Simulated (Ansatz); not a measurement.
For GaN (model structure, started from the NiAs type, P6₃/mmc, No. 194, 4 atoms in the cell), LDA (Ansatz, a program for electronic structure, PAW) gives:

* **lattice parameter a**: 2.942 Å
* **lattice parameter c**: 4.992 Å
* **bulk modulus**: 236 GPa
* **cohesive energy**: 4.82 eV/atom
* **band gap**: 1.22 eV

**Question.** What does r²SCAN (plane waves, PAW; Ansatz) give for the same quantities?

**Answer.** 
- lattice constant a: 2.967 Å (grows by 0.8 %)
- lattice parameter c: 5.033 Å (increases by 0.8 %)
- bulk modulus: 231 GPa (falls by 2.1 %)
- cohesive energy: 3.85 eV/atom (falls by 0.97 eV/atom)
- band gap: 1.91 eV (goes up by 0.69 eV)

Changes are worked out from the printed values.

Unless a cell is named, each level is at its own relaxed cell (LDA 9.35, r²SCAN 9.59 Å³/atom).

Levels without +SOC have no spin–orbit coupling; where heavier elements are present it shifts gaps, mostly down, and can invert bands. Density-functional gaps are differences of (generalised) Kohn–Sham levels.

Caveats: the bulk modulus is −V dP/dV from two relaxed cells at ±2 % in volume (LDA, r²SCAN). Ansatz's density-functional and Hartree–Fock values are scalar-relativistic unless marked +SOC, with PAW data made under PBE.

A model structure was made by putting elements into a prototype or built by hand; it is no filed structure, need not be a known phase, and can be a saddle point held by its symmetry.
